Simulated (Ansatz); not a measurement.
Be2Re: response to strain

Start from Be2Re (space group P6_3/mmc, No. 194; a = 4.344 Å, c = 7.087 Å; a cell from a computed database, its experimental status unchecked). Axes: x lies along a and z along c of the hexagonal cell.

Strains are applied to the cell and any free atomic positions relax; under biaxial strain the out-of-plane vector relaxes too; under stress the whole cell relaxes.

Calculations: Ansatz (a quantum-chemistry and plane-wave program) PBEsol, without spin-orbit coupling.

Notes on the quantities. energy relative to the base: free energy F.

| change | energy relative to the base | volume per atom |
|---|---|---|
| base | 0 meV/atom | 9.65 Å³ |
| biaxial strain −2.66 %, plane normal [001], relaxed out of plane | – | 9.29 Å³ |
| uniaxial strain ε_xx = −3.13 % | +16 meV/atom | 9.35 Å³ |
| tensor shear ε_yz = +0.35 % | +0.3 meV/atom | 9.65 Å³ |
| uniaxial stress, 3 GPa compression along z | +0.6 meV/atom | 9.61 Å³ |

Without a gap, meshes like the base's 10×10×6 leave anisotropic stresses uncertain by several tenths of a GPa, and small strain energies with them. Stability under load was not tested beyond the relaxation. All final runs are without spin polarisation.
